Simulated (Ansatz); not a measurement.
**SrO: pressure series**

Consider SrO in the rock salt structure (space group Fm-3m, No. 225; a = 5.122 Å).

Cell and atoms are relaxed at each pressure.

The values are results of plane-wave PAW DFT at the PBEsol level (Ansatz, a first-principles code, 420 eV), no SOC, not measurements.

```json
[
 {"case": "base", "smallest direct gap": "3.26 eV", "electron mass": "1.2 mₑ along k, 0.39 mₑ across (at X)", "band gap": "3.20 eV", "width of the top valence band": "1.15 eV", "lattice parameter a": "5.122 Å"},
 {"case": "pressure −2 GPa", "smallest direct gap": "3.29 eV", "electron mass": "1.2 mₑ along k, 0.39 mₑ across (at X)", "band gap": "3.21 eV", "width of the top valence band": "1.10 eV", "lattice parameter a": "5.161 Å"},
 {"case": "pressure −1 GPa", "smallest direct gap": "3.28 eV", "electron mass": "1.2 mₑ along k, 0.39 mₑ across (at X)", "band gap": "3.20 eV", "width of the top valence band": "1.13 eV", "lattice parameter a": "5.141 Å"},
 {"case": "pressure 0.3 GPa", "smallest direct gap": "3.26 eV", "electron mass": "1.2 mₑ along k, 0.39 mₑ across (at X)", "band gap": "3.19 eV", "width of the top valence band": "1.15 eV", "lattice parameter a": "5.117 Å"},
 {"case": "pressure 0.7 GPa", "smallest direct gap": "3.25 eV", "electron mass": "1.2 mₑ along k, 0.39 mₑ across (at X)", "band gap": "3.19 eV", "width of the top valence band": "1.16 eV", "lattice parameter a": "5.110 Å"},
 {"case": "pressure 1.5 GPa", "smallest direct gap": "3.24 eV", "electron mass": "1.2 mₑ along k, 0.39 mₑ across (at X)", "band gap": "3.19 eV", "width of the top valence band": "1.18 eV", "lattice parameter a": "5.096 Å"},
 {"case": "pressure 3 GPa", "smallest direct gap": "3.22 eV", "electron mass": "1.2 mₑ along k, 0.38 mₑ across (at X)", "band gap": "3.17 eV", "width of the top valence band": "1.21 eV", "lattice parameter a": "5.072 Å"},
 {"case": "pressure 5 GPa", "smallest direct gap": "3.19 eV", "electron mass": "1.2 mₑ along k, 0.38 mₑ across (at X)", "band gap": "3.16 eV", "width of the top valence band": "1.24 eV", "lattice parameter a": "5.041 Å"},
 {"case": "pressure 7.5 GPa", "smallest direct gap": "3.15 eV", "electron mass": "1.2 mₑ along k, 0.37 mₑ across (at X)", "band gap": "3.14 eV", "width of the top valence band": "1.29 eV", "lattice parameter a": "5.007 Å"},
 {"case": "pressure 10 GPa", "smallest direct gap": "–", "electron mass": "1.2 mₑ along k, 0.37 mₑ across (at X)", "band gap": "3.11 eV", "width of the top valence band": "1.34 eV", "lattice parameter a": "4.975 Å"}
]
```

Load acts through the strain it causes; cell and atoms are relaxed under it. Effective masses come from finite differences of ±0.01 Å⁻¹. Along k means along the line from Γ to the band edge. Whether these cells are dynamically stable was not tested. No other phases were tried under pressure.
